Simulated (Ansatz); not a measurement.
## Ti2AlC, pressure series

The parent structure is Ti₂AlC (space group P6_3/mmc, No. 194; a = 3.037 Å, c = 13.638 Å; a cell from a computed database, its experimental status unchecked).

Cell and atoms are relaxed at each pressure.

All numbers come from Ansatz (an electronic-structure program) PBEsol, without spin-orbit coupling.

| pressure (GPa) | volume per atom (Å³/atom) |
|---|---|
| -2 | 13.815 |
| -1 | 13.716 |
| 0 | 13.620 |
| 0.3 | 13.593 |
| 1.5 | 13.485 |
| 3 | ? |
| 5 | 13.191 |
| 7.5 | 12.999 |
| 10 | 12.821 |

Fit the third-order Birch–Murnaghan form P(V) = (3B₀/2)[(V₀/V)^(7/3) − (V₀/V)^(5/3)]·[1 + (3/4)(B₀′ − 4)((V₀/V)^(2/3) − 1)] (squares taken in P) to the rows shown and predict the withheld row.

Least squares on the printed values gives V₀ = 13.621 Å³/atom, B₀ = 146 GPa, B₀′ = 4.1; this predicts 13.355 Å³/atom, and the run gives 13.354 Å³/atom, in agreement.

Load acts through the strain it causes; cell and atoms are relaxed under it. Whether these cells are dynamically stable was not tested. Competing high-pressure phases were not computed. All final runs are without spin polarisation.
